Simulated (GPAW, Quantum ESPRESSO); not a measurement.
A Quantum ESPRESSO input for a self-consistent single point of CrO₂ (P4_2/mnm, 6 atoms in the cell) (DFT, PBE, plane waves, PSlibrary PAW (PBE) pseudopotentials):

```fortran
&control
   calculation = 'scf'
   prefix = 'pwscf'
   outdir = './tmp'
   pseudo_dir = './'
   tprnfor = .true.
   tstress = .true.
/
&system
   ibrav = 6
   celldm(1) = 8.207178825
   celldm(3) = 0.66086751897
   nat = 6
   ntyp = 2
   ecutwfc = 55
   ecutrho = 495
   occupations = 'smearing'
   smearing = 'fd'
   degauss = 0.0099958
   nspin = 2
   starting_magnetization(1) = 0.214
/
&electrons
   conv_thr = 1.0d-10
   mixing_beta = 0.2
/
ATOMIC_SPECIES
Cr    51.9961  Cr.pbe-spn-kjpaw_psl.1.0.0.UPF
O     15.9990  O.pbe-n-kjpaw_psl.0.1.UPF
ATOMIC_POSITIONS crystal
Cr    0.000000000    0.000000000    0.500000000
Cr    0.500000000    0.500000000    0.000000000
O     0.197260000    0.197260000    0.000000000
O     0.802740000    0.802740000    0.000000000
O     0.302740000    0.697260000    0.500000000
O     0.697260000    0.302740000    0.500000000
K_POINTS automatic
5 5 7  0 0 0
```

### Question
Give the GPAW input for the same structure, mesh, smearing and functional.

### Answer
One input that does it (others would too):

```python
from ase import Atoms
from ase.units import GPa
from gpaw import GPAW

atoms = Atoms(['Cr', 'Cr', 'O', 'O', 'O', 'O'],
              cell=[[4.343052, 0.000000, 0.000000],
                    [0.000000, 4.343052, 0.000000],
                    [0.000000, 0.000000, 2.870182]],
              scaled_positions=[[0.000000, 0.000000, 0.500000],
                                [0.500000, 0.500000, 0.000000],
                                [0.197260, 0.197260, 0.000000],
                                [0.802740, 0.802740, 0.000000],
                                [0.302740, 0.697260, 0.500000],
                                [0.697260, 0.302740, 0.500000]],
              pbc=True)

atoms.set_initial_magnetic_moments([3.0, 3.0, 0.0, 0.0, 0.0, 0.0])

calc = GPAW(spinpol=True,
            mode={'name': 'pw', 'ecut': 900},
            xc='PBE',
            kpts=(5, 5, 7),
            occupations={'name': 'fermi-dirac', 'width': 0.136},
            nbands=-10,
            convergence={'forces': 0.001},
            symmetry={'symmorphic': False, 'tolerance': 0.0005},
            maxiter=120,
            txt='-')

atoms.calc = calc

energy = atoms.get_potential_energy()
print('Energy (eV):', round(energy, 6))
forces = atoms.get_forces()
print('Forces (eV/Ang):')
print(forces.round(5))
stress = atoms.get_stress()
print('Stress (GPa, Voigt):', (stress / GPa).round(4))
```

Basis, cutoffs, solver keys and any potentials are the target program's own. This input uses DFT PBE, plane waves, GPAW PAW datasets PBE (gpaw-data 1.0.1).

The starting cell comes from a database of computed structures (which also holds hypothetical and non-ambient phases and stackings), without a prior relaxation at this level. Its lattice was rescaled by a random factor within 2.5 % of one.
